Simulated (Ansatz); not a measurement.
# Fe under a change: Fe → Ag

Start from Fe in the bcc (W type) structure (space group Im-3m, No. 229; a = 2.865 Å; ferromagnetic).

The change: full substitution Fe → Ag; the structure is relaxed again.

Method: plane-wave PAW DFT at the r2SCAN level (Ansatz, a quantum-chemistry and plane-wave program, 500 eV), without spin-orbit coupling, earlier PAW set. k-mesh 20×20×20 (Γ-centred); smearing 0.05 eV (Fermi–Dirac), for the changed cell.

```yaml
volume_per_atom: 17.45 Å³ (base 11.76 Å³)
density: 10.26 g/cm³ (base 7.89 g/cm³)
lattice_parameter_a: 6.176 bohr (base 5.414 bohr)
band_gap: zero (base zero)
```

Other magnetic orders, which the real material may have, were not ruled out. Whether these cells are dynamically stable was not tested. For Ag in this form, whether it has been made was not checked. This is not the structure that Ag has at room temperature and ambient pressure.
